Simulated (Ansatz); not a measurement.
Take TiAl (space group P4/mmm, No. 123; a = 2.766 Å, c = 4.002 Å; relaxed with 0.1 eV smearing) as the base. Axes: x, y, z lie along a, b, c of the conventional cell.

The values are results of LDA/PAW in Ansatz (a quantum-chemistry and plane-wave program), no SOC, not measurements.

One thing is altered: biaxial strain −2.50 %, plane normal [001], relaxed out of plane (Cartesian); in-plane vectors clamped, the third vector and the atoms free.

### Question
What does the calculation give for the out-of-plane strain after the change?

### Answer
The out-of-plane strain comes out as +2.69 %.

Stability against distortions was not tested. All final runs are without spin polarisation.
